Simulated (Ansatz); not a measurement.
We consider Pt3Ga (Pm-3m, No. 221, 4 atoms in the cell; start mp-11407), described by PBEsol in Ansatz (plane waves, PAW).

Settings: plane-wave cutoff 520 eV, 14×14×14 k mesh, Fermi–Dirac smearing 0.05 eV, scalar-relativistic PAW data made under PBE.

Cell (relaxed at this level):

GaPt$_{3}$ is modelled in the cubic space group Pm-3m (No. 221), the Cu3Au type structure, Pearson symbol cP4. Lattice parameters: a = b = c = 3.890 Å, α = β = γ = 90.00°. Ga on 1a is coordinated by 12 Pt at 2.751 Å (cuboctahedral). Pt on 3c has 8 Pt at 2.751 Å and 4 Ga at 2.751 Å (cuboctahedral). (Neighbours: up to the widest gap in distance over summed covalent radii, below 1.35, at either atom.)

### Question
Give the computed bulk modulus B0.

### Answer

bulk modulus B0: 249 GPa

The run finds no gap.

Note: the bulk modulus is −V dP/dV from two relaxed cells at ±2 % in volume; the relaxation could not lower the start's symmetry, so the cell can be a saddle point above a distorted one.

Spin–orbit coupling is not included.

Computing time: roughly 60 core-seconds.

A start named mp-… is a Materials Project structure, which need not be a measured phase.

Ansatz is an electronic-structure program.
